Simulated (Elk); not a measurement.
Elk run on Mg2Si (Fm-3m, 3 atoms in the cell): self-consistent single point.

Method of the run: LDA (PW92), all-electron FP-LAPW, Elk's shipped species files, APW+lo basis with extra local orbitals (Elk).

```
Mg2Si
1.0
    0.00000     3.13781     3.13781
    3.13781     0.00000     3.13781
    3.13781     3.13781     0.00000
Mg Si
2 1
Direct
  0.25000   0.25000   0.25000
  0.75000   0.75000   0.75000
  0.00000   0.00000   0.00000
```

Reference input (self-consistent single point, DFT, LDA (PW92), all-electron FP-LAPW, Elk's shipped species files, APW+lo basis with extra local orbitals): xctype = 3; rgkmax = 7.5; stype = 0; swidth = 0.000734986 Ha; ngridk = 9 9 9; gmaxvr = 16 1/bohr; nxlo = 2; lorbcnd = true; lmaxi = 2. This run's input differs from it in these lines:

```diff
@@ -43,3 +43,3 @@
 ngridk
-  9 9 9
+  12 12 12
```

The program printed (abridged):

```
│ Self-consistent loop started │
│ Loop number : 1 │
 total energy                :     -690.365775749
│ Loop number : 2 │
 total energy                :     -690.328887498
RMS change in Kohn-Sham potential (target) :   0.1052441596     (  0.1000000000E-05)
Absolute change in total energy (target)   :   0.3688825179E-01 (  0.1000000000E-03)
│ Loop number : 3 │
 total energy                :     -689.630331412
RMS change in Kohn-Sham potential (target) :   0.6546443935E-01 (  0.1000000000E-05)
Absolute change in total energy (target)   :   0.7077781487     (  0.1000000000E-03)
│ Loop number : 4 │
   [... lines left out ...]
Absolute change in total energy (target)   :   0.3553561966E-03 (  0.1000000000E-03)
│ Loop number : 13 │
 total energy                :     -688.102178201
RMS change in Kohn-Sham potential (target) :   0.6800711338E-07 (  0.1000000000E-05)
Absolute change in total energy (target)   :   0.1270674958E-03 (  0.1000000000E-03)
│ Loop number : 14 │
 total energy                :     -688.102176917
RMS change in Kohn-Sham potential (target) :   0.3823473095E-07 (  0.1000000000E-05)
Absolute change in total energy (target)   :   0.3305087216E-04 (  0.1000000000E-03)
Convergence targets achieved

│ Loop number : 15 │

Energies :
 Fermi                       :     0.159280649602
 total energy                :     -688.102177511

Density of states at Fermi energy :   0.1820549211E-03
 (states/Hartree/unit cell)

Estimated indirect band gap :   0.4714164755E-02
 from k-point      1 to k-point     43
Estimated direct band gap   :   0.7133531159E-01
 at k-point      1

Charges :
 core                        :    14.00000000
 valence                     :    24.00000000
 interstitial                :    4.706503054
 muffin-tins (core leakage)
  species :    1 (Mg)
   atom    1                 :    10.51486914     (   0.000000000    )
   atom    2                 :    10.51486914     (   0.000000000    )
  species :    2 (Si)
   atom    1                 :    12.26375866     (  0.1389131123E-02)
 total in muffin-tins        :    33.29349695
 total calculated charge     :    37.98506942
 total charge                :    38.00000000
 error                       :   0.1493058338E-01

│ Self-consistent loop stopped │
```

The run converged in 15 iterations. The count includes the last loop, which Elk runs after its targets are met. Against the reference run the total energy is nearly the same (within 1 meV/atom) and the gap on the mesh goes from 0.208 to 0.128 eV.

The starting cell comes from a database of computed structures (which also holds hypothetical and non-ambient phases and stackings), without a prior relaxation at this level. Its lattice was rescaled by a random factor within 2.5 % of one. Values depend on the basis (sphere radii, cutoffs, local orbitals), which need not be converged.

Cost on one core of a shared machine: roughly 2 min.
